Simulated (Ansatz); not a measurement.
The reference is MgSe in the rock salt structure (space group Fm-3m, No. 225).

```yaml
crystal:
  lattice:
    - [0.00000, 2.72489, 2.72489]
    - [2.72489, 0.00000, 2.72489]
    - [2.72489, 2.72489, 0.00000]
  atoms:
    - { symbol: Se, position: [0.00000, 0.00000, 0.00000] }
    - { symbol: Mg, position: [0.50000, 0.50000, 0.50000] }
```

Levels (all Ansatz, a first-principles code, PAW): PBEsol (420 eV, spin-orbit coupling left out); HSE06 (420 eV, scalar-relativistic without spin-orbit coupling).

Its gap is 1.78 eV with PBEsol and 2.68 eV with HSE06.

Perturbation: a hydrostatic pressure of 45 GPa.

With PBEsol the gap becomes 2.29 eV.

Question: If the HSE06 correction stayed the same, what would the HSE06 gap be, and what does the HSE06 run give?

Answer: A rigid correction of +0.90 eV gives 3.19 eV. The HSE06 run gives 3.30 eV, so the correction itself changes by +0.11 eV.

Single points use the geometry relaxed with PBEsol. HSE06 was sampled on its mesh, a few special points and the semilocal edge points, so its gap is an upper bound. Load acts through the strain it causes; cell and atoms are relaxed under it. Stability against distortions was not tested. Competing high-pressure phases were not computed.
